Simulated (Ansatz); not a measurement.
Ansatz (an electronic-structure program) run on Hg (Imma, 2 atoms in the cell): relaxation of the atoms.

Computed with LDA (PW92), default PAW files made with PBE (plane waves; Ansatz).

The change in words: one atom moved by 0.15 angstrom; relax: default → atoms; relax.f_tol: default → 0.03 eV/Å. Reference geometry:
```xyz
2
Lattice="-2.9151 2.9151 1.5647 2.9151 -2.9151 1.5647 2.9151 2.9151 -1.5647" Properties=species:S:1:pos:R:3 pbc="T T T"
Hg     0.0000     2.9151     0.7823
Hg     0.0000     0.0000     0.0000
```

Reference input (self-consistent single point, DFT, LDA (PW92), plane waves, default PAW files made with PBE): basis.ecutwfc = 30.9 Ry; kpoints.mp_grid.grid = 12 12 12; hamiltonian.xc = lda; hamiltonian.pseudopotentials = {kind: paw} (the program's default PAW files); scf.occupations.method = gaussian; scf.occupations.width = 0.0073 Ry. This run's input differs from it in these lines:

```diff
@@ -7,3 +7,3 @@
   atoms:
-    - { symbol: Hg, position: [0.750000, 0.250000, 0.500000] }
+    - { symbol: Hg, position: [0.797933, 0.297933, 0.500000] }
     - { symbol: Hg, position: [0.000000, 0.000000, 0.000000] }
@@ -18,2 +18,4 @@
   occupations: { method: gaussian, width: 0.0073 Ry }
+relax:
+  f_tol: 0.03
 output:
```

Log, with long lists cut:

```
   [... SCF lines of the steps left out ...]
relax step   1: F+E_penalty+E_count = -27044.75591693 eV  Δ(F+E_penalty+E_count) = +0.000e0 eV  max|allowed force component| = 6.950e-3 eV/Å  Δτ_max = 0.0000 Å  (6 SCF iters, dr2 threshold 2.25e-5 eV, accepted)
relax step   2: F+E_penalty+E_count = -27044.75591693 eV  Δ(F+E_penalty+E_count) = -6.548e-10 eV  max|allowed force component| = 6.952e-3 eV/Å  Δτ_max = 0.0000 Å  (2 SCF iters, accepted)
relax step   3: F+E_penalty+E_count = -27044.75596096 eV  Δ(F+E_penalty+E_count) = -4.403e-5 eV  max|allowed force component| = 6.742e-3 eV/Å  Δτ_max = 0.0032 Å  (3 SCF iters, accepted)
relax step   4: F+E_penalty+E_count = -27044.75640359 eV  Δ(F+E_penalty+E_count) = -4.426e-4 eV  max|allowed force component| = 9.175e-4 eV/Å  Δτ_max = 0.1041 Å  (7 SCF iters, accepted)
the relaxation is at rest under the 8 symmetry operations that the run kept from its start: a minimum is not shown …
Free energy (F): -27044.756404 eV
Internal energy: -27044.753273 eV  (E = F + TS)
E sigma→0 (E₀):  -27044.754838 eV
Entropy (-TS):   -0.003131 eV (-1.565 meV/atom)
Fermi energy:    12.264258 eV
--- Forces (eV/Å), atoms counted from 1 ---
  atom   1  Hg     0.00000000     0.00000000    -0.00091749
  atom   2  Hg     0.00000000     0.00000000     0.00091749
--- Stress (GPa, compression-positive) ---
       -3.853046       0.000000       0.000000
        0.000000      -4.631063       0.000000
        0.000000       0.000000      -4.538395
  P = ⅓ Tr σ = -4.3408 GPa (-43.408 kbar)
   [... lines left out ...]
--- Relaxed structure (4 steps of the walk, 4 accepted, 0 SCFs on fresh bases) ---
  F+E_penalty+E_count = -27044.75640359 eV   max|allowed force component| = 9.175e-4 eV/Å
  atoms:
    - { symbol: Hg, position: [0.8322325589033113, 0.33223255890331127, 0.49999999999999994] }
    - { symbol: Hg, position: [-0.0342995589033113, -0.0342995589033113, 0.0] }
```

The run converged.  The full log also holds: “iter 4 did not close the SCF: its close was put off for the readings that it lacked (scf_convergence_deferred on its scf_iter line)”.

Summary of the result:
```
Item                                                      Value
-----------------------------------------------  --------------
Free energy E − TS (on the zero of these files)  -27044.7564 eV
Fermi level (on the code's own zero)                   12.26 eV
Pressure                                              -4.34 GPa
Relaxation steps                                              4
```

The starting cell comes from a database of computed structures (which also holds hypothetical and non-ambient phases and stackings), without a prior relaxation at this level. Its lattice was rescaled by up to half a per cent. For this run, on top of that: one atom moved by 0.15 angstrom. The relaxation keeps the symmetry of its start, so its end need not be a minimum. Ansatz's pressure includes its estimate of the finite-basis (Pulay) stress.

Cost on one core of a shared machine: roughly 50 s.

Keys are those of Ansatz 0.2.
